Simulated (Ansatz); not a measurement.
## How the lattice parameter c of SnO2 (model structure, started from the tetragonal ZrO2 type, P4₂/nmc, No. 137, 6 atoms in the cell) moves with the method

No measured value is used here.

| level (code) | value (Å) |
|---|---|
| PBE (Ansatz) | ___ |
| PBEsol (Ansatz) | 5.403 |
| PBE-D3(BJ) (Ansatz) | 5.457 |

Q: Complete the blanks.

A: 
- PBE (Ansatz, a program for electronic structure), value (Å): 5.534

Ansatz's density-functional and Hartree–Fock values are scalar-relativistic unless marked +SOC, with PAW data made under PBE.

A model structure was made by putting elements into a prototype or built by hand; it is no filed structure, need not be a known phase, and can be a saddle point held by its symmetry.
